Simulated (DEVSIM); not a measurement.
System: abrupt Ge n-p junction, at 300 K.

| layer (left to right) | material | thickness (μm) | Nd (cm⁻³) | Na (cm⁻³) | τn (s) | τp (s) |
|---|---|---|---|---|---|---|
| 1 | Ge | 3.30 | 7e16 | - | 1.4e-6 | 1.4e-6 |
| 2 | Ge | 20.0 | - | 3e15 | 1.4e-6 | 1.4e-6 |

Left contact: ohmic. Right contact: ohmic. Voltage is applied to the left contact. Recombination: SRH at mid-gap, Auger. Mobility is constant in doping.

The device is made up for the run: typed textbook-type constants, with dimensions and the other settings drawn at random. Values at 300 K.

```tsv
parameter	Ge
gap (eV)	0.664
affinity (eV)	4
permittivity	16
Nc (cm⁻³)	1.04e19
Nv (cm⁻³)	6e18
μn (cm²/Vs)	3900
μp (cm²/Vs)	1900
Cn (cm⁶/s)	1e-31
Cp (cm⁶/s)	1e-31
```

Simulated with DEVSIM: 1D drift-diffusion, Boltzmann statistics, complete ionisation; no tunnelling, impact ionisation, image-force lowering or self-heating.

Q: Tabulate band edges, carrier densities and field at zero bias.

A: Energies count from the Fermi level of the right contact; mesh points crowd at the junctions.

```csv
x (μm),Ec (eV),Ev (eV),n (cm⁻³),p (cm⁻³),field (V/cm)
0.000,0.129,-0.535,7.0e16,6.2e9,≈ 0
0.03466,0.129,-0.535,7.0e16,6.2e9,≈ 0
0.1186,0.129,-0.535,7.0e16,6.2e9,≈ 0
0.3362,0.129,-0.535,7.0e16,6.2e9,≈ 0
1.133,0.129,-0.535,7.0e16,6.2e9,≈ 0
2.291,0.129,-0.535,7.0e16,6.2e9,≈ 0
2.898,0.129,-0.535,7.0e16,6.2e9,≈ 0
3.197,0.129,-0.535,7.0e16,6.3e9,89
3.272,0.139,-0.525,4.9e16,9.0e9,4900
3.302,0.170,-0.494,1.4e16,3.1e10,16000
3.342,0.227,-0.437,1.6e15,2.7e11,12000
3.493,0.371,-0.293,6.1e12,7.1e13,7000
3.807,0.463,-0.201,1.7e11,2.5e15,530
4.577,0.468,-0.197,1.5e11,3.0e15,≈ 0
7.692,0.468,-0.197,1.5e11,3.0e15,≈ 0
13.70,0.468,-0.197,1.5e11,3.0e15,≈ 0
19.39,0.468,-0.197,1.5e11,3.0e15,≈ 0
21.78,0.468,-0.197,1.5e11,3.0e15,≈ 0
22.85,0.468,-0.197,1.5e11,3.0e15,≈ 0
23.13,0.468,-0.197,1.5e11,3.0e15,≈ 0
23.25,0.468,-0.197,1.5e11,3.0e15,≈ 0
23.30,0.468,-0.197,1.5e11,3.0e15,≈ 0
```
